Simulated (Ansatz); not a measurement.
## Ansatz run on ScZn₃ (P3m1, 8 atoms in the cell): self-consistent single point

Method of the run: PBEsol, default PAW files made with PBE (plane waves; Ansatz, an electronic-structure program).

Input as run:

Ansatz 0.2 input:
```yaml
crystal:
  lattice:
    - [5.83617200, 0.00000000, 0.00000000]
    - [-2.91808600, 5.05427400, 0.00000000]
    - [0.00000000, 0.00000000, 4.31144400]
  atoms:
    - { symbol: Sc, position_ang: [-0.00000292, 3.36951768, 3.28358282] }
    - { symbol: Sc, position_ang: [2.91808892, 1.68475632, 1.07786100] }
    - { symbol: Zn, position_ang: [2.91808600, 3.46384560, 3.23358300] }
    - { symbol: Zn, position_ang: [-0.00000000, 1.59042840, 1.07786100] }
    - { symbol: Zn, position_ang: [-1.54073482, 4.25905980, 1.07786100] }
    - { symbol: Zn, position_ang: [4.45882082, 0.79521420, 3.23358300] }
    - { symbol: Zn, position_ang: [1.37735118, 0.79521420, 3.23358300] }
    - { symbol: Zn, position_ang: [1.54073482, 4.25905980, 1.07786100] }
basis:
  ecutwfc: 420.0
kpoints:
  mp_grid: { grid: [5, 5, 6] }
hamiltonian:
  xc: pbesol
  pseudopotentials: { kind: paw }
scf:
  occupations: { method: fermi_dirac, width: 0.1 }
output:
  forces: true
  eigenvalues: true
  stress: true
```

Output (repeated stretches shortened):

```
WARN the atoms were moved onto the symmetric positions of the space group found under crystal.symmetry.tolerance 1.0e-5 (fractional …
WARN ansatz: RAYON_NUM_THREADS=1 ignored (pool sized by the plan → 1); use --threads N
Pseudopotentials: kind: paw
Pseudopotential: Sc, paw, valence charge 11
Pseudopotential: Zn, paw, valence charge 12
Crystal: 8 atoms, lattice volume = 127.177 Å³
Basis set: ecut = 420 eV, 2487 PW (Γ), exchange–correlation on 80×80×60 points (8 copies of the dense FFT grid, shifted against one another)
Bands: 57, of which v1, the nominal top of the filled ones, is band 47 counted from 1 (46 counted from 0)
Symmetry: 6 space group operations
Space group: P3m1 (ITA 156), of the structure as read, at distance tolerance 5.0e-5 Å
k-points: 24 of 150 (time reversal used)
PAW frozen core: Sc, regenerated for the run's functional, and the local potential with it
PAW frozen core: Zn, regenerated for the run's functional, and the local potential with it
Initial density: superposition of atomic densities (neutral atoms: chi_scale 0, normalization atom), corrected by the library's trained network
Initial wavefunctions: pseudopotential atomic-orbital guess
Eigensolver: davidson
Functional: x = pbesol(κ = 0.804, μ = 0.12345679012345678), c = pbesol(β = 0.046)
SCF iter   1: F=—  HF=-23910.790041 eV  |F-HF|=—  |Δ(HF+E_count)|=         —  Δρ=5.75e-3  dr2=3.85e-2  ethr=1.77e-3  ⟨swp⟩=6.2  Hψ=5627  notcnv=0  defer=2
all-band conjugate gradients solve this SCF's bands
preconditioner: auto → Kerker (q_TF=auto, 2.594 Å⁻¹)
SCF iter   2: F=—  HF=-23910.780206 eV  |F-HF|=—  |Δ(HF+E_count)|=   9.84e-3  Δρ=2.33e-3  dr2=1.06e-2  ethr=4.10e-5  ⟨swp⟩=2.0  Hψ=2701  notcnv=0
SCF iter   3: F=—  HF=-23910.777848 eV  |F-HF|=—  |Δ(HF+E_count)|=   2.36e-3  Δρ=1.25e-3  dr2=1.85e-3  ethr=1.12e-5  ⟨swp⟩=2.9  Hψ=2591  notcnv=0
SCF iter   4: F=—  HF=-23910.777238 eV  |F-HF|=—  |Δ(HF+E_count)|=   6.10e-4  Δρ=3.26e-4  dr2=1.08e-4  ethr=1.97e-6  ⟨swp⟩=2.0  Hψ=2304  notcnv=0
SCF iter   5: F=—  HF=-23910.777231 eV  |F-HF|=—  |Δ(HF+E_count)|=   7.42e-6  Δρ=6.39e-5  dr2=7.16e-6  ethr=1.15e-7  ⟨swp⟩=2.3  Hψ=2473  notcnv=0
SCF iter   6: F=—  HF=-23910.777235 eV  |F-HF|=—  |Δ(HF+E_count)|=   3.51e-6  Δρ=1.19e-5  dr2=3.74e-7  ethr=7.62e-9  ⟨swp⟩=2.0  Hψ=1568  notcnv=0
SCF iter   7: F=-23910.777234 eV  HF=-23910.777235 eV  |F-HF|=6.13e-8  |Δ(HF+E_count)|=   2.82e-8  Δρ=6.75e-6  dr2=5.58e-8  ethr=1.06e-10  ⟨swp⟩=5.4  Hψ=5617  notcnv=0
SCF 1 converged in 7 iterations: F = -23910.777234 eV  dr2 = 5.58e-8
SCF converged after 7 iterations
Free energy (F): -23910.777234 eV
Harris-Foulkes:  -23910.777235 eV  (|F-HF|=6.13e-8)
Internal energy: -23910.635092 eV  (E = F + TS)
E sigma→0 (E₀):  -23910.706163 eV
Entropy (-TS):   -0.142143 eV (-17.768 meV/atom)
Fermi energy:    11.348236 eV
--- Per-component energies (eV) ---
  E_band       = 46.045619
  E_kinetic    = 1316.029353
  E_local      = -10780.653055  (includes V_loc(G=0)·N_el)
  E_nonlocal   = 3827.786201
  E_hartree    = 4413.517998
  E_xc         = -1030.544628
  E_vxc        = -584.502894  (∫ρ·V_xc dr)
  E_paw        = -12580.337552  (= ΣΔE_a)
  E_vpaw       = -2559.668296  (= ΣTr[D̂ρ^β])
  E_aug_tail   = -0.002086  (compensation charges beyond the density's cutoff)
  E_ewald      = -9081.473502
  E_core_change = 5.042180  (= ΣΔE_core)
  E_smearing   = -0.142143  (= −TS)
  E_closure    = -0.000000  (closes the sum)
  Σ components = -23910.777234   (vs F -23910.777234, Δ=0.00e0)
--- Forces (eV/Å), atoms counted from 1 ---
  atom   1  Sc     0.00000000    -0.00000000    -0.41277707
  atom   2  Sc     0.00000000     0.00000000    -0.01235711
  atom   3  Zn     0.00000000    -0.01049506     0.01823585
  atom   4  Zn     0.00000000     0.00310847     0.12347584
  atom   5  Zn     0.00269202    -0.00155424     0.12347584
  atom   6  Zn    -0.00908899     0.00524753     0.01823585
  atom   7  Zn     0.00908899     0.00524753     0.01823585
  atom   8  Zn    -0.00269202    -0.00155424     0.12347584
  max |Σ_I F_I| component: 8.90e-7 eV/Å
--- Stress (GPa, compression-positive) ---
       -0.919727       0.000000       0.000000
        0.000000      -0.919727       0.000000
       -0.000000       0.000000      -0.667340
  P = ⅓ Tr σ = -0.8356 GPa (-8.356 kbar)
  The stress holds the Pulay correction. Without it, at fixed plane waves, as pw.x and ABINIT print it: P = -0.9018 GPa
--- Band table (eV; the first three rows and the last of 24) ---
  k-point 0: bands = ["-37.7477", "-37.7429", "-16.5554", "-16.5336", "-16.5023", "-16.5023", "-16.4741", "-16.4741", "1.9998", "3.5372", "3.5711", "3.5849", "3.6050", "3.6050", "3.6553", "3.6553", "3.8205", "3.8205", "3.8461", "3.8837", "4.0321", [...]
  k-point 1: bands = ["-37.7472", "-37.7431", "-16.5578", "-16.5390", "-16.5000", "-16.5000", "-16.4755", "-16.4755", "2.2359", "3.4903", "3.5686", "3.5686", "3.6007", "3.6123", "3.6456", "3.6456", "3.9165", "3.9175", "3.9175", "3.9366", "3.9726", [...]
  k-point 2: bands = ["-37.7462", "-37.7436", "-16.5616", "-16.5507", "-16.4941", "-16.4941", "-16.4798", "-16.4798", "2.8724", "3.4433", "3.5391", "3.5391", "3.6630", "3.7050", "3.7501", "3.7501", "3.8046", "3.8046", "3.8914", "3.9390", "3.9390", [...]
  k-point 23: bands = ["-37.7453", "-37.7441", "-16.5642", "-16.5636", "-16.4895", "-16.4861", "-16.4846", "-16.4835", "3.5500", "3.5590", "3.6842", "3.6857", "3.7436", "3.7448", "3.8802", "3.8809", "3.9776", "3.9783", "4.0392", "4.0398", "4.1011", [...]
```

The run converged in 7 iterations.

The starting cell comes from a database of computed structures (which also holds hypothetical and non-ambient phases and stackings), without a prior relaxation at this level. Its lattice was rescaled by up to half a per cent. One atom was moved a little off its site on purpose. Ansatz's pressure includes its estimate of the finite-basis (Pulay) stress.
